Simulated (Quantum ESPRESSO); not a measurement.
Checking a run of Quantum ESPRESSO on Nb (Im-3m, 1 atom in the cell). The aim is a self-consistent single point with DFT, PBEsol, plane waves, PseudoDojo standard norm-conserving (PBESOL) pseudopotentials.

Cell that was meant: a = 2.8970 Å, b = 2.8970 Å, c = 2.8970 Å, α = 70.53°, β = 109.47°, γ = 70.53°.

Part of the input:

```fortran
   tstress = .true.
/
&SYSTEM
   ibrav = 0
   nat = 1
   ntyp = 1
   ecutwfc = 85
[...]
Nb    0.000000000    0.000000000    0.000000000
K_POINTS {automatic}
11 11 11  0 0 0
CELL_PARAMETERS {bohr}
  -1.672583365     1.672583365     1.672583365
   1.672583365    -1.672583365     1.672583365
   1.672583365     1.672583365    -1.672583365
```

Output (repeated stretches shortened):

```
     Message from routine setup:
     using ibrav=0 with symmetry is DISCOURAGED, use correct ibrav instead
     G-vector sticks info
   [... lines left out ...]
                       cart. coord. in units 2pi/alat
        k(    1) = (   0.0000000   0.0000000   0.0000000), wk =   0.0015026
        k(    2) = (   0.0787296   0.0787296   0.0000000), wk =   0.0180316
        k(    3) = (   0.1574592   0.1574592   0.0000000), wk =   0.0180316
   [... 53 lines left out ...]

     Dense  grid:     1985 G-vectors     FFT dimensions: (  18,  18,  18)

     Initial potential from superposition of free atoms

     starting charge      12.9979, renormalised to      13.0000
     Self-consistent Calculation

     iteration #  1     ecut=    85.00 Ry     beta= 0.70

     Threshold (ethr) on eigenvalues was too large:
     Diagonalizing with lowered threshold

     total energy              =    -115.02817195 Ry
     estimated scf accuracy    <       0.01785756 Ry

     iteration #  2     ecut=    85.00 Ry     beta= 0.70

     total energy              =    -115.02760103 Ry
     estimated scf accuracy    <       0.00140311 Ry

     iteration #  3     ecut=    85.00 Ry     beta= 0.70

     total energy              =    -115.02762376 Ry
     estimated scf accuracy    <       0.00000105 Ry

     iteration #  4     ecut=    85.00 Ry     beta= 0.70

     total energy              =    -115.02762449 Ry
     estimated scf accuracy    <          7.7E-09 Ry

     iteration #  5     ecut=    85.00 Ry     beta= 0.70

     total energy              =    -115.02762450 Ry
     estimated scf accuracy    <          9.1E-10 Ry

     iteration #  6     ecut=    85.00 Ry     beta= 0.70
     End of self-consistent calculation

     the Fermi energy is   117.1691 ev

!    total energy              =    -115.02762450 Ry
     estimated scf accuracy    <          7.5E-12 Ry
     smearing contrib. (-TS)   =      -0.00000521 Ry
     internal energy E=F+TS    =    -115.02761928 Ry

     convergence has been achieved in   6 iterations

     Forces acting on atoms (cartesian axes, Ry/au):

     atom    1 type  1   force =     0.00000000    0.00000000    0.00000000

     Total force =     0.000000     Total SCF correction =     0.000000

          total   stress  (Ry/bohr**3)                   (kbar)     P=   145072.52
   0.98618296   0.00000000   0.00000000       145072.52        0.00        0.00
   0.00000000   0.98618296   0.00000000            0.00   145072.52        0.00
   0.00000000   0.00000000   0.98618296            0.00        0.00   145072.52

   JOB DONE.
```

Task: Is anything amiss in this input, and did it matter?

Result: The run is not sound. The fault is this: cell lengths typed in angstrom where bohr is read. 1 bohr is 0.529 Å, so a mix-up scales every length by 1.89 or 0.529 and the volume by 6.75 or 0.148. To fix it, give the lengths in the unit that the key or card expects. The run converged in 6 iterations without an error; against the sound input the free energy goes up by 129 eV/atom and the pressure goes from -9.82 to 14510 GPa.

The sound input it was made from differs as follows (other fixes are possible):
```diff
-   ibrav = 0
+   ibrav = 3
+   celldm(1) = 6.321447581
-CELL_PARAMETERS {bohr}
-  -1.672583365     1.672583365     1.672583365
-   1.672583365    -1.672583365     1.672583365
-   1.672583365     1.672583365    -1.672583365
```

With that input, the run converged in 9 iterations: free energy E − TS -1693.9148 eV; Fermi level (on the code's own zero) 17.01 eV; pressure -9.82 GPa (DFT, PBEsol, plane waves, PseudoDojo standard norm-conserving (PBESOL) pseudopotentials).

On the sound input: the starting cell comes from a database of computed structures (which also holds hypothetical and non-ambient phases and stackings), without a prior relaxation at this level. Its lattice was rescaled by a random factor within 2.5 % of one. Spin polarisation is off. With a pressure of about -10 GPa the cell is away from its equilibrium volume at this level.
